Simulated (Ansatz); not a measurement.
WSi2: energy against strain

WSi2 (MoSi2 type, I4/mmm, 13.362 Å³/atom at rest, c along z) under a strain ε along c (axis z), the other axes held. PBEsol in Ansatz, a plane-wave DFT program (PAW, default set), 420 eV, 25×25×25 Γ-centred mesh, Fermi-Dirac smearing 0.10 eV; ions are relaxed within the symmetry of each cell.

Here s stands for strain and y for E less E0.

```
strain (%)  E less E0 (meV/atom)
----------  --------------------
-1.50                       5.29
-1.00                       2.26
-0.50                       0.52
0.00                        0.00
0.50                        0.65
1.00                        2.41
1.50                        5.22
3.00                           ?
```

Task: Fit y against s with a parabola, and predict the withheld value at s = 3.00.

Result: Least squares gives y = 0.000 + 0.0157·s + 2.3352·s². Residuals (row less fit): 0.059, -0.060, -0.056, 0.000, 0.058, 0.059, -0.058; standard error 0.071 (degrees of freedom: 4). Twice the quadratic coefficient over the volume, 2 × 2.3352 meV × 10⁴ × 0.1602 / 13.362 Å³, is the elastic constant C33 = 560 ± 7 GPa. At the withheld row, y = 0.000 + 0.0157 × 3.0 + 2.3352 × 3.0² = 21.064 meV/atom. The calculation gives 19.48 meV/atom, 1.584 meV/atom below the prediction (8.1 % of the range of y in the table). The row lies outside the fitted rows, so this is an extrapolation. From the scatter of the fitted rows alone, a prediction at this place has a standard error of 0.273 meV/atom, so the miss is 5.8 times that.

One order more, fitted to all 13 runs of the series, follows each within 0.01, so the miss is the next term of a smooth law. In a metal these values are sensitive to mesh and smearing; energies are taken to zero smearing, stresses follow the free energy. Rows are the converged runs of the series near zero and its far end; series whose fitted rows scatter by over a few per cent of the range, as at a crossing or softening among them, aren't shown in this form. Most that stay on the fit to the last digits aren't either.
